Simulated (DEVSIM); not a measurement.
# GaAs n-i-p diode

Device: GaAs n-i-p diode, at 300 K.

```
layer (left to right)  material  thickness (μm)  Nd (cm⁻³)  Na (cm⁻³)  τn (s)  τp (s)
---------------------  --------  --------------  ---------  ---------  ------  ------
1                          GaAs           0.920     1.4e17          -  1.6e-8  1.6e-8
2                          GaAs            2.70          -     3.5e11  1.6e-8  1.6e-8
3                          GaAs            2.00          -     4.5e17  1.6e-8  1.6e-8
```

Left contact: ohmic. Right contact: ohmic. Voltage is applied to the left contact. Recombination: SRH at mid-gap, Auger. Mobility is constant in doping.

The device is made up for the run: typed textbook-type constants, with dimensions and the other settings drawn at random. Values at 300 K.

```
parameter        GaAs
-------------  ------
gap (eV)        1.424
affinity (eV)    4.07
permittivity     12.9
Nc (cm⁻³)      4.7e17
Nv (cm⁻³)        9e18
μn (cm²/Vs)      8500
μp (cm²/Vs)       400
Cn (cm⁶/s)      1e-30
Cp (cm⁶/s)      1e-30
```

Model (solved in DEVSIM): 1D drift-diffusion, Boltzmann statistics, complete ionisation; no tunnelling, impact ionisation, image-force lowering or self-heating.

Potential step across the device at zero bias: 1.315 V
Dark forward voltage at 1 A/cm²: 1.008 V
Dark forward voltage at 100 A/cm²: 1.164 V

Dark reverse current:

| V (V) | J (A/cm²) |
|---|---|
| 0.04 | 1.7e-10 |
| 0.10 | 3.3e-10 |
| 0.20 | 5.3e-10 |
| 0.30 | 7.0e-10 |
| 0.40 | 8.5e-10 |
| 0.60 | 1.1e-9 |
| 0.80 | 1.3e-9 |
| 1.00 | 1.4e-9 |
| 1.30 | 1.6e-9 |
| 1.60 | 1.8e-9 |
| 2.00 | 1.9e-9 |

Small-signal capacitance in reverse bias (quasi-static):

```tsv
V (V)	C (nF/cm²)
0.04	4.56
0.1	4.54
0.2	4.51
0.3	4.48
0.4	4.46
0.6	4.42
0.8	4.39
1	4.37
1.3	4.34
1.6	4.32
2	4.30
```
